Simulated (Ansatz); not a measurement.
Given:

```
CELL_PARAMETERS angstrom
      3.05845     0.00000     0.03670
     -1.52923     2.64870    -0.01835
      0.12014     0.00000    10.01200
ATOMIC_POSITIONS crystal
  Si 0.00124 0.00034 0.50030
  Si 0.00090 0.99966 0.00030
  Si 0.33438 0.66643 0.25024
  Si 0.66795 0.33357 0.75024
  C  0.99901 0.99983 0.31286
  C  0.99918 0.00017 0.81286
  C  0.33179 0.66624 0.06222
  C  0.66555 0.33376 0.56222
```

No spin polarisation.

All numbers come from LDA in Ansatz (plane waves to 420 eV, PAW, scalar-relativistic without spin-orbit coupling). Settings: 12×12×4 k-points, 0.05 eV Fermi–Dirac smearing.

Problem. Estimate the pressure (mean of the normal stresses, compression positive).

Solution. 0.2 kbar.

Problem. Estimate the valence-band top at Γ (three highest levels, from the VBM).

Solution. 0.00, -0.07, -0.20 eV.

Problem. Estimate the smallest direct gap.

Solution. 3.28 eV.

The cells carry an imposed strain or load. No phonon test of stability was made. The cell was made from SiC (space group P6_3mc, No. 186) by this change: tensor shear ε_xz = +1.20 %.

Ansatz is a quantum-chemistry and plane-wave program.
